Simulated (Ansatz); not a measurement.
TiPt (Pm-3m, No. 221, 2 atoms in the cell; start mp-11552)

Level of theory: LDA (Ansatz, a program for electronic structure, PAW).

Numerical settings: plane-wave cutoff 500 eV, 18×18×18 k mesh, Fermi–Dirac smearing 0.1 eV, no spin polarisation, scalar-relativistic PAW data made under PBE.

Cell (relaxed at this level):

```
PtTi
1.0
    3.11547     0.00000     0.00000
    0.00000     3.11547     0.00000
    0.00000     0.00000     3.11547
Ti Pt
1 1
Direct
  0.50000   0.50000   0.50000
  0.00000   0.00000   0.00000
```

* **band gap**: zero (no gap)

Note: the relaxation could not lower the start's symmetry, so the cell can be a saddle point above a distorted one.

Spin–orbit coupling is not included.

The computed numbers hold no vibrational or temperature effects.

The result took around 60 core-seconds (rough).

A start named mp-… is a Materials Project structure, which need not be a measured phase.
